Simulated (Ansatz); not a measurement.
V_Si+O_C in metastable 2H silicon carbide (start: the Si site; C 1.89 Å away; 96-site cell, 2×2×2 shifted sampling). The numbers are results of PBE, PAW (plane waves to 420 eV; Ansatz, a program for electronic structure), not measurements. Total energies of the localised charge states, counted from that of charge +1, and their image corrections (point charge with alignment); the host's valence-band maximum lies at 9.434 eV on the cells' energy zero and its gap is 2.31 eV.

```tsv
charge	moment (μB)	E − E(first) (eV)	correction (eV)
+1	1.0	0.000	-0.061
0	2.0	9.719	0.029
−1	1.0	19.983	0.458
```

Problem. Derive the transition levels above the valence-band maximum and say which of them are thermodynamic.

Solution. A level is the Fermi energy at which two charges have equal formation energy: ε(q/q′) = [E(q′) + corr(q′) − E(q) − corr(q)] / (q − q′) − E_VBM.
ε(+1/0) = [(9.719 + 0.029) − (0.000 + -0.061)] / 1 − 9.434 = 0.38 eV
ε(0/−1) = [(19.983 + 0.458) − (9.719 + 0.029)] / 1 − 9.434 = 1.26 eV
Thermodynamic levels at least 0.1 eV inside the gap: (+1/0) at 0.38 eV; (0/−1) at 1.26 eV. They hold to tenths of an eV in this cell. Only the charges listed were compared. The geometries come from one start. Flagged in the runs: a host whose relaxation on this sampling wasn't shown to rest.
